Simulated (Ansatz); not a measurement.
Si3N4 (P6_3/m), Ansatz (a quantum-chemistry and plane-wave program) with PBE, rigid bands. Condition of this run: functional PBE, cell relaxed with it. Band gap 4.25 eV, N_c = 1.82e19 cm⁻³ and N_v = 6.15e19 cm⁻³ at 300 K, conductivity masses along z (a = (7.66, 0.00, 0.00) Å; b = (-3.83, 6.64, 0.00) Å; c = (0.00, 0.00, 2.93) Å) of 0.220 mₑ (electrons) and 1.96 mₑ (holes). Take k_BT = 0.02585 eV.

Problem. Find the intrinsic carrier density and the intrinsic Fermi level.

Solution. n_i = √(N_c N_v) exp(−E_g/2k_BT) = 3.35e19 × exp(−82.20) = 6.7e-17 cm⁻³. The level lies (k_BT/2) ln(N_v/N_c) = 16 meV from mid-gap (positive towards the conduction band). Each 0.1 eV added to the gap lowers n_i by a factor of 6.9.

Problem. What thermal injection velocity √(2k_BT/πm) limits a ballistic channel along the direction named?

Solution. 1.15e7 cm/s for electrons and 3.84e6 cm/s for holes, a ratio of √(m_h/m_e) = 2.98, for dilute carriers.

Problem. A film of it is 8 nm thick, with its normal along the direction named. Estimate the confinement energies in an infinite well.

Solution. ħ²π²/(2m t²) = 0.376 eV·nm²/(m/mₑ × t²) gives 26.7 meV for electrons and 3.00 meV for holes, so the gap would widen to about 4.28 eV. Finite barriers and nonparabolic bands lower this, and with several valleys or bands the heaviest mass along the normal sets the lowest level, not this average.

Rigid bands with the computed gap; masses take one relaxation time for all states. Spin-orbit coupling is left out; where it splits the top of the valence band, N_v and the p-type Seebeck coefficient come out somewhat high without it.
